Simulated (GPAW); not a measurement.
## GPAW run on Ti3O4 (Cmmm, 7 atoms in the cell): self-consistent single point

Method: PBEsol, GPAW PAW datasets PBEsol (made by gpaw-setup) (plane waves; GPAW 25.7.0).

Input:

```python
from ase import Atoms
from ase.units import GPa
from gpaw import GPAW, PW, FermiDirac

atoms = Atoms(['Ti', 'Ti', 'Ti', 'O', 'O', 'O', 'O'],
              cell=[[2.982733, -4.158712, 0.000000],
                    [2.982733, 4.158712, 0.000000],
                    [0.000000, 0.000000, 3.078673]],
              scaled_positions=[[0.000000, 0.000000, 0.500000],
                                [0.500000, 0.000000, 0.000000],
                                [0.000000, 0.500000, 0.000000],
                                [0.765000, 0.765000, 0.000000],
                                [0.235000, 0.235000, 0.000000],
                                [0.257130, 0.742870, 0.500000],
                                [0.742870, 0.257130, 0.500000]],
              pbc=True)

calc = GPAW(mode=PW(900),
            xc='PBEsol',
            kpts={'size': (5, 5, 8), 'gamma': True},
            occupations=FermiDirac(0.1),
            nbands=-13,
            convergence={'forces': 0.001},
            symmetry={'symmorphic': False, 'tolerance': 0.0005},
            maxiter=100,
            txt='-')

atoms.calc = calc

energy = atoms.get_potential_energy()
print('Energy (eV):', round(energy, 6))
forces = atoms.get_forces()
print('Forces (eV/Ang):')
print(forces.round(5))
stress = atoms.get_stress()
print('Stress (GPa, Voigt):', (stress / GPa).round(4))
```

Output, abridged:

```
Input parameters:
  convergence: {forces: 0.001}
  kpts: {gamma: True,
         size: (5, 5, 8)}
  maxiter: 100
  mode: {ecut: 900.0000000000001,
         name: pw}
  nbands: -13
  occupations: {fixmagmom: False,
                name: fermi-dirac,
                width: 0.1}
  symmetry: {symmorphic: False,
             tolerance: 0.0005}
  xc: PBEsol

species:
  Ti:
    name: Titanium
    Z: 22.0
    valence: 12
    core: 10
    charge: 0.0
    file: Ti.PBEsol.gz

    # Using partial waves for Ti as LCAO basis

  O:
    name: Oxygen
    Z: 8.0
    valence: 6
    core: 2
    charge: 0.0
    file: O.PBEsol.gz

    # Using partial waves for O as LCAO basis

Reference energy: -77729.110689  # eV

Spin-paired calculation

Convergence criteria:
 Maximum [total energy] change in last 3 cyles: 0.0005 eV / valence electron
 Maximum integral of absolute [dens]ity change: 0.0001 electrons / valence electron
 Maximum integral of absolute [eigenst]ate change: 4e-08 eV^2 / valence electron
 Maximum change in the atomic [forces] across last 2 cycles: 0.001 eV/Ang OR
Maximum error relative to the maximum force is below inf
 Maximum number of scf [iter]ations: 100

Symmetries present (total): 8
Symmetries with fractional translations: 0
200 k-points: 5 x 5 x 8 Monkhorst-Pack grid + [0.000000,0.000000,1/16]
45 k-points in the irreducible part of the Brillouin zone
       k-points in crystal coordinates                weights
   0:     0.00000000    0.00000000    0.00000000          1/200
   1:     0.00000000    0.00000000    0.12500000          2/200
   2:     0.00000000    0.00000000    0.25000000          2/200
   [... 7 lines left out ...]
          ...
  44:     0.40000000    0.40000000    0.50000000          2/200

Wave functions: Plane wave expansion
  Cutoff energy: 900.000 eV
  Number of coefficients (min, max): 4654, 4729
  Pulay-stress correction: 0.000000 eV/Ang^3 (de/decut=0.000000)

Occupation numbers: Fermi-Dirac:
  width: 0.1000  # eV

Eigensolver

Densities:
  Coarse grid: 36*36*24 grid
  Fine grid: 72*72*48 grid
  Total Charge: 0.000000

Density mixing:
  Method: separate
  Backend: pulay
  Linear mixing parameter: 0.05
  old densities: 5
  Damping of long wavelength oscillations: 50

Hamiltonian:
  XC and Coulomb potentials evaluated on a 72*72*48 grid
  External potential:
    NoExternalPotential

XC parameters: PBEsol with 2 nearest neighbor stencil

Number of atoms: 7
Number of atomic orbitals: 55
Number of bands in calculation: 43
Number of valence electrons: 60
Bands to converge: occupied

Density initialized from atomic densities
  43 bands from LCAO basis set

Atomic positions and initial magnetic moments

Positions:
   0 Ti     0.000000    0.000000    1.539337    ( 0.0000,  0.0000,  0.0000)
   1 Ti     1.491367   -2.079356    0.000000    ( 0.0000,  0.0000,  0.0000)
   2 Ti     1.491367    2.079356    0.000000    ( 0.0000,  0.0000,  0.0000)
   3 O      4.563581   -0.000000    0.000000    ( 0.0000,  0.0000,  0.0000)
   4 O      1.401885    0.000000    0.000000    ( 0.0000,  0.0000,  0.0000)
   5 O      2.982733    2.020053    1.539337    ( 0.0000,  0.0000,  0.0000)
   6 O      2.982733   -2.020053    1.539337    ( 0.0000,  0.0000,  0.0000)

Unit cell:
           periodic     x           y           z      points  spacing
  1. axis:    yes    2.982733   -4.158712    0.000000    36     0.1347
  2. axis:    yes    2.982733    4.158712    0.000000    36     0.1347
  3. axis:    yes    0.000000    0.000000    3.078673    24     0.1283

  Lengths:   5.117771   5.117771   3.078673
  Angles:   90.000000  90.000000 108.701912

Effective grid spacing dv^(1/3) = 0.1349

     iter     time        total  log10-change:
                         energy   eigst   dens  force
iter:   1 --:--:--   -68.059252
iter:   2 --:--:--   -66.388297   -0.96  -1.08
iter:   3 --:--:--   -63.061104   -0.54  -1.14
iter:   4 --:--:--   -63.119600   -1.67  -1.47
iter:   5 --:--:--   -63.107898   -2.32  -1.50
iter:   6 --:--:--   -63.042225   -1.49  -1.53
iter:   7 --:--:--   -63.024705   -2.64  -2.16
iter:   8 --:--:--   -63.013500c  -3.23  -2.31
iter:   9 --:--:--   -63.005129c  -2.96  -2.40
iter:  10 --:--:--   -63.004922c  -3.72  -2.82
iter:  11 --:--:--   -63.004488c  -4.34  -2.87
iter:  12 --:--:--   -63.004457c  -4.27  -3.06
iter:  13 --:--:--   -63.004399c  -5.26  -3.36
   [... 3 lines left out ...]
iter:  17 --:--:--   -63.004353c  -6.02  -3.44
iter:  18 --:--:--   -63.004367c  -6.15  -3.47
iter:  19 --:--:--   -63.004385c  -5.78  -3.52
iter:  20 --:--:--   -63.004392c  -6.36  -3.79
iter:  21 --:--:--   -63.004393c  -6.86  -3.93
iter:  22 --:--:--   -63.004386c  -6.54  -4.15c
iter:  23 --:--:--   -63.004385c  -7.29  -4.95c
iter:  24 --:--:--   -63.004386c  -8.54c -4.94c
iter:  25 --:--:--   -63.004387c  -9.06c -5.01c -3.18c

Converged after 25 iterations.

Dipole moment: (-0.000000, 0.000000, 0.000000) |e|*Ang

Energy contributions relative to reference atoms: (reference = -77729.110689)

Kinetic:        +41.914065
Potential:      -51.607044
External:        +0.000000
XC:             -54.241001
Entropy (-ST):   -0.114193
Local:           +0.986690
SIC:             +0.000000
--------------------------
Free energy:    -63.061483
Extrapolated:   -63.004387

Showing only first 2 kpts
 Kpt  Band  Eigenvalues  Occupancy
  0    28      6.75803    2.00000
  0    29      8.62928    1.97276
  0    30      9.09983    0.79149
  0    31      9.43990    0.04275

  1    28      7.25609    2.00000
  1    29      8.72954    1.92745
  1    30      9.13878    0.61465
  1    31      9.65023    0.00532

Fermi level: 9.05751

No gap
No difference between direct/indirect transitions
Energy (eV): -63.004387

Forces in eV/Ang:
  0 Ti   -0.00000    0.00000    0.00000
  1 Ti    0.00000    0.00000    0.00000
  2 Ti   -0.00000    0.00000    0.00000
  3 O     0.52880    0.00000    0.00000
  4 O    -0.52880    0.00000    0.00000
  5 O     0.00000    0.41207    0.00000
  6 O     0.00000   -0.41207    0.00000

Stress tensor:
     0.086935    -0.000000     0.000000
    -0.000000     0.105903     0.000000
     0.000000     0.000000     0.108426
Stress (GPa, Voigt): [13.9286 16.9676 17.3718  0.      0.     -0.    ]
```

The run converged in 25 iterations. GPAW prints stress with tension positive.

At such cutoffs GPAW's stress carries a finite-basis (Pulay) error, which enters relaxed cells too; its log prints stress with tension positive.

The starting cell comes from a database of computed structures (which also holds hypothetical and non-ambient phases and stackings), without a prior relaxation at this level. Its lattice was rescaled by a random factor within 2.5 % of one. Spin polarisation is off, so a magnetic state, if there is one, cannot be reached.

Cost on one core of a shared machine: roughly 3 min.
